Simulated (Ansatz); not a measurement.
Input and output of a self-consistent single point for Ti₄Ru (Fmmm, 5 atoms in the cell) (Ansatz, a program for electronic structure).

Method of the run: PBEsol, PAW files made with PBE (plane waves; Ansatz).

```
CELL_PARAMETERS angstrom
      0.00000     2.42301    11.28828
      1.58978     0.00000    11.28828
      1.58978     2.42301     0.00000
ATOMIC_POSITIONS crystal
  Ti 0.40962 0.40962 0.59038
  Ti 0.59038 0.59038 0.40962
  Ti 0.80307 0.80307 0.19693
  Ti 0.19693 0.19693 0.80307
  Ru 0.00000 0.00000 0.00000
```

Reference input (self-consistent single point, DFT, PBEsol, plane waves, PAW files made with PBE): basis.ecutwfc = 420 eV; kpoints.mp_grid.grid = 9 9 9; hamiltonian.xc = pbesol; hamiltonian.pseudopotentials = {kind: paw} (the program's default PAW files); scf.occupations.method = gaussian; scf.occupations.width = 0.136 eV. This run's input differs from it in these lines:

Ansatz 0.2 input:
```diff
@@ -12,3 +12,3 @@
 basis:
-  ecutwfc: 420.0
+  ecutwfc: 735.0
 kpoints:
```

The program printed (abridged):

```
SCF iter   1: F=—  HF=-15738.211981 eV  |F-HF|=—  |Δ(HF+E_count)|=         —  Δρ=3.19e-1  dr2=7.93e2  ethr=3.10e-3  ⟨swp⟩=4.5  Hψ=16122  notcnv=0
all-band conjugate gradients solve this SCF's bands
preconditioner: auto → Kerker (q_TF=auto, 2.592 Å⁻¹)
SCF iter   2: F=—  HF=-15714.666692 eV  |F-HF|=—  |Δ(HF+E_count)|=    2.35e1  Δρ=1.15e-1  dr2=3.83e1  ethr=3.10e-3  ⟨swp⟩=8.4  Hψ=25433  notcnv=0  defer=58
   [... lines left out ...]
SCF iter  12: F=—  HF=-15712.455360 eV  |F-HF|=—  |Δ(HF+E_count)|=   9.89e-8  Δρ=5.76e-6  dr2=1.10e-7  ethr=3.63e-9  ⟨swp⟩=1.2  Hψ=4856  notcnv=0  defer=70
SCF iter  13: F=-15712.455360 eV  HF=-15712.455360 eV  |F-HF|=2.95e-10  |Δ(HF+E_count)|=   3.06e-9  Δρ=5.50e-7  dr2=3.61e-10  ethr=1.56e-10  ⟨swp⟩=13.2  Hψ=23985  notcnv=0
the search or the solves at the SCF's close seem to have found levels that the self-consistency loop had missed (the run counts 1) …
SCF 1 converged in 13 iterations: F = -15712.455360 eV  dr2 = 3.61e-10
Free energy (F): -15712.455360 eV
Internal energy: -15712.374734 eV  (E = F + TS)
E sigma→0 (E₀):  -15712.415047 eV
Entropy (-TS):   -0.080625 eV (-16.125 meV/atom)
Fermi energy:    13.792884 eV
--- Forces (eV/Å), atoms counted from 1 ---
  atom   1  Ti     0.00000000     0.00000000     0.57006723
  atom   2  Ti     0.00000000     0.00000000    -0.57006723
  atom   3  Ti     0.00000000     0.00000000    -0.01839902
  atom   4  Ti     0.00000000     0.00000000     0.01839902
  atom   5  Ru     0.00000000     0.00000000     0.00000000
--- Stress (GPa, compression-positive) ---
      -13.038054       0.000000       0.000000
        0.000000     -11.917999       0.000000
        0.000000       0.000000     -13.175570
  P = ⅓ Tr σ = -12.7105 GPa (-127.105 kbar)
  The stress holds the Pulay correction. Without it, at fixed plane waves, as pw.x and ABINIT print it: P = -12.7138 GPa
```

The run converged in 13 iterations. Against the reference run the free energy falls by 2.0 meV/atom, the pressure hardly changes (-12.69 to -12.71 GPa) and the largest force hardly changes (0.567 to 0.570 eV/Å).

The starting cell comes from a database of computed structures (which also holds hypothetical and non-ambient phases and stackings), without a prior relaxation at this level. Its lattice was rescaled by a random factor within 2.5 % of one. Spin polarisation is off. Ansatz's pressure includes its estimate of the finite-basis (Pulay) stress.

Cost on one core of a shared machine: roughly 70 s.
